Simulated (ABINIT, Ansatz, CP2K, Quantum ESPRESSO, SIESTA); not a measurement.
BeBiO₃ (Pm-3m, 5 atoms in the cell) computed with different codes at matched settings

Self-consistent single point.

```
BeBiO3
1.0
    3.67380     0.00000     0.00000
    0.00000     3.67380     0.00000
    0.00000     0.00000     3.67380
Be Bi O
1 1 3
Direct
  0.50000   0.50000   0.50000
  0.00000   0.00000   0.00000
  0.50000   0.50000   0.00000
  0.00000   0.50000   0.50000
  0.50000   0.00000   0.50000
```

All programs got the same cell, k-point mesh and kind of occupations (in Ansatz's words: kpoints.mp_grid.grid = 6 6 6; scf.occupations.method = gaussian; scf.occupations.width = 0.05 eV); potentials, basis and cutoffs are each program's usual ones.

| code | model | pressure (GPa) | k-points | cutoff |
|---|---|---|---|---|
| CP2K | PBEsol, GPW, DZVP-MOLOPT-PBE-GTH basis, GTH-PBE potentials (POTENTIAL_UZH) | 0.01 | 112 | grid 650 Ry |
| Ansatz | PBEsol, PAW files made with PBE | -6.38 | 20 | 420 eV |
| ABINIT | PBEsol, norm-conserving pseudopotentials (PseudoDojo nc-sr-04 PBEsol standard) | -6.20 | 20 | 44 Ha |
| SIESTA | GGA PBEsol, numerical atomic orbitals DZP, PseudoDojo PBEsol standard norm-conserving potentials (rewritten from UPF to PSML) | -7.25 | 132 | grid 400 Ry |
| Quantum ESPRESSO | PBEsol, PseudoDojo standard norm-conserving (PBESOL) pseudopotentials | -6.19 | 20 | 90 Ry |

The spread over the programs that give each value: pressure within 7.26 GPa.

The starting cell comes from a database of computed structures (which also holds hypothetical and non-ambient phases and stackings), without a prior relaxation at this level. On Ansatz's run: Spin-orbit coupling is off. In the base run, with a pressure of about -6 GPa the cell is away from its equilibrium volume at this level.

Task: Why do the programs differ, and what cannot be compared?

Result: Differences of this kind can come from the potentials, where these differ, and from what each basis and cutoff leave unconverged. The valence holds different numbers of electrons (CP2K 27, Ansatz (a program for electronic structure) 35, ABINIT 37, SIESTA 37, Quantum ESPRESSO 37). The zero of total energies and Fermi levels follows the potentials and each program's conventions, so they are not compared here. CP2K and SIESTA use small atom-centred bases, whose incompleteness enters pressures, forces and empty levels differently from a plane-wave cutoff. Ansatz's pressure is given at a fixed set of plane waves, as the other plane-wave codes print theirs; with its correction for the finite basis it is -5.91 GPa (the shift of 0.48 GPa shows how far the cutoff is from converged). The programs reduce the same mesh by symmetry to different extents, which changes the work and not the result. In the pressure, CP2K (by 6.21) and SIESTA (by 1.05) lie more than 1 GPa from the median of the plane-wave programs.

Left out of this page: GPAW, Elk and FLEUR (not drawn, or without a comparable value).

Keys are those of Ansatz 0.2.
